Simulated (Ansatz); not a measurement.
For MoP (P-6m2, No. 187, 2 atoms in the cell; start mp-219), PBE (Ansatz, a first-principles code, PAW) gives:

| Item | Result |
|---|---|
| equilibrium lattice constant a | 3.241 Å |
| c axis length | 3.196 Å |
| cohesive energy | 5.58 eV/atom |

**Question.** What does PBE-D3(BJ) (Ansatz, plane waves, PAW) give for the same quantities?

**Answer.** 
- lattice constant a: 3.199 Å (falls by 1.3 %)
- lattice parameter c: 3.175 Å (drops by 0.7 %)
- cohesive energy: 6.21 eV/atom (increases by 0.63 eV/atom)

Changes are worked out from the printed values.

Unless a cell is named, each level is at its own relaxed cell (PBE 14.53, PBE-D3(BJ) 14.07 Å³/atom).

Caveats: the relaxation could not lower the start's symmetry, so the cell can be a saddle point above a distorted one (PBE, PBE-D3(BJ)). Ansatz's density-functional and Hartree–Fock values are scalar-relativistic unless marked +SOC, with PAW data made under PBE.

A start named mp-… is a Materials Project structure, which need not be a measured phase.
